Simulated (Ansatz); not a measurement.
We consider ScAu2 (I4/mmm, No. 139; cell taken from a computed entry), described by r²SCAN+rVV10 in Ansatz (PAW).

Input file:

Ansatz 0.2 input:
```yaml
crystal:
  lattice:
    - [-1.7731652665, 1.7731652665, 4.3930504547]
    - [1.7731652665, -1.7731652665, 4.3930504547]
    - [1.7731652665, 1.7731652665, -4.3930504547]
  atoms:
    - { symbol: Sc, position: [0.0, 0.0, 0.0] }
    - { symbol: Au, position: [0.6634100797, 0.6634100797, 0.0] }
    - { symbol: Au, position: [0.3365899203, 0.3365899203, 0.0] }
basis:
  ecutwfc: 560
  ecutrho_ratio: 4
  xc_grid: 3
kpoints:
  mp_grid: { grid: [22, 22, 22] }
hamiltonian:
  xc: r2scan
  dispersion: rvv10
  pseudopotentials: { azcp: { folder: ./paw }, kind: paw }
scf:
  occupations: { method: fermi_dirac, width: 0.05 }
output:
  forces: true
  stress: true
  eigenvalues: true
relax:
  f_tol: 0.004
  escape_saddle: false
  max_steps: 80
  cell: { stress_tol: 0.02, fix: [volume] }
```

The run printed, among other lines:

```
Relaxation: its limit of steps is 80 (relax.max_steps)
Crystal: 3 atoms, lattice volume = 55.249 Å³
Basis set: ecut = 560 eV, 1677 PW (Γ), FFT grids on a1+a3, a2+a3, a3, exchange–correlation on 90×90×120 points (27 copies of the dense FFT grid, shifted against one another)
Bands: 30, of which v1, the nominal top of the filled ones, is band 25 counted from 1 (24 counted from 0)
Symmetry: 16 space group operations
Space group: I4/mmm (ITA 139), of the structure as read, at distance tolerance 3.8e-5 Å
k-points: 834 of 10648
Initial density: superposition of atomic densities (chi_scale 0.1, normalization cell, long waves kept (reshape's long-wave potential 0.00 eV rms))
Functional: x = r2scan, c = r2scan + rvv10(b = 11.95, C = 0.0093); τ floored in thin density (d = 2e-4 eV/Å³)
SCF iter   1: F=—  HF=-28474.132918 eV  |F-HF|=—  |Δ(HF+E_count)|=         —  Δρ=2.50e-1  dr2=7.10e1  dr2_τ=2.18e0
SCF iter   2: F=—  HF=-28466.028073 eV  |F-HF|=—  |Δ(HF+E_count)|=    8.10e0  Δρ=6.12e-2  dr2=1.79e0  dr2_τ=2.17e0
  ...
SCF 1 converged in 10 iterations: F = -28466.693146 eV  dr2 = 1.60e-8
Crystal: 3 atoms, lattice volume = 55.249 Å³
Initial density: handed on by an earlier stage of this run
SCF 2 converged in 7 iterations: F = -28466.693183 eV  dr2 = 6.88e-8
Crystal: 3 atoms, lattice volume = 55.249 Å³
SCF 3 converged in 8 iterations: F = -28466.693309 eV  dr2 = 2.67e-8
Crystal: 3 atoms, lattice volume = 55.249 Å³
SCF iter   5: F=—  HF=-28466.693309 eV  |F-HF|=—  |Δ(HF+E_count)|=  9.09e-11  Δρ=1.93e-7  dr2=1.89e-11  dr2_τ=2.98e-12
SCF iter   6: F=-28466.693309 eV  HF=-28466.693309 eV  |F-HF|=7.28e-12  |Δ(HF+E_count)|=  3.64e-12  Δρ=6.00e-8  dr2=1.66e-12  dr2_τ=2.56e-13
SCF 4 converged in 6 iterations: F = -28466.693309 eV  dr2 = 1.66e-12
SCF converged after 6 iterations
Free energy (F): -28466.693309 eV
Internal energy: -28466.684939 eV  (E = F + TS)
E sigma→0 (E₀):  -28466.689124 eV
Fermi energy:    17.022463 eV
--- Forces (eV/Å), atoms counted from 1 ---
  atom   1  Sc    -0.00000000     0.00000000     0.00000000
  atom   2  Au     0.00000000     0.00000000    -0.00271266
  atom   3  Au     0.00000000     0.00000000     0.00271266
--- Stress (GPa, compression-positive) ---
       -2.598129      -0.000000       0.000000
       -0.000000      -2.598129      -0.000000
        0.000000       0.000000      -2.583107
  P = ⅓ Tr σ = -2.5931 GPa (-25.931 kbar)
```

The cell is one volume of an energy–volume scan, off the minimum.

The PAW data were made under PBE.

Note: the relaxation could not lower the start's symmetry, so the cell can be a saddle point above a distorted one.

Cost on a shared machine: around 10 core-minutes (rough).

Ansatz is an electronic-structure program.
